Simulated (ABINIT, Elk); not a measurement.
An ABINIT input for a self-consistent single point of Mg3Sb2 (P-3m1, 5 atoms in the cell) (DFT, PBE, plane waves, norm-conserving pseudopotentials (PseudoDojo nc-sr-05 PBE standard)):

```
# Mg3Sb2, PseudoDojo nc-sr-05 PBE standard
pp_dirpath "./"
pseudos "Mg.upf, Sb.upf"
acell 4.4687998127 4.4687998127 7.0854000000 Angstrom
rprim
         0.5000000000   -0.8660254038    0.0000000000
         0.5000000000    0.8660254038    0.0000000000
         0.0000000000    0.0000000000    1.0000000000
natom 5
ntypat 2
znucl 12 51
typat 1 1 1 2 2
xcart
         0.0000000000    0.0000000000    0.0000000000
         2.2343999063    1.2900313874    4.4921436000
         2.2343999063   -1.2900313874    2.5932564000
         2.2343999063    1.2900313874    1.6154712000
         2.2343999063   -1.2900313874    5.4699288000
      Angstrom
ecut 1143 eV
ixc 11
occopt 3
tsmear 0.02 eV
nband 39
kptopt 1
ngkpt 5 5 3
nshiftk 1
shiftk 0 0 0
nstep 60
tolvrs 1.0e-10
prtwf 0
prtden 0
prtvol 1
```

Question: Translate this input to Elk.

Answer: This is the input that was run; spellings and numerical settings could be chosen otherwise.

```
tasks
  0

xctype
  20

rgkmax
  7.5

gmaxvr
  14.0

nxlo
  2

lorbcnd
  .true.

lmaxi
  3

stype
  3

swidth
  0.000734986

scale
  8.444807752

avec
    0.5000000000   -0.8660254038    0.0000000000
    0.5000000000    0.8660254038    0.0000000000
    0.0000000000    0.0000000000    1.5855263822

atoms
  2   : nspecies
  'Mg.in'   : spfname
  3   : natoms; atposl, bfcmt below
  0.0000000000  0.0000000000  0.0000000000    0.0 0.0 0.0
  0.3333333333  0.6666666667  0.6340000000    0.0 0.0 0.0
  0.6666666667  0.3333333333  0.3660000000    0.0 0.0 0.0
  'Sb.in'   : spfname
  2   : natoms; atposl, bfcmt below
  0.3333333333  0.6666666667  0.2280000000    0.0 0.0 0.0
  0.6666666667  0.3333333333  0.7720000000    0.0 0.0 0.0

ngridk
  5 5 3
```

Basis, cutoffs, solver keys and any potentials are the target program's own. This input uses DFT, PBE, all-electron FP-LAPW, Elk's shipped species files, APW+lo basis with extra local orbitals.

The starting cell has typed, rounded lattice constants, without a prior relaxation at this level. For this run, on top of that: lattice scaled by 0.98.
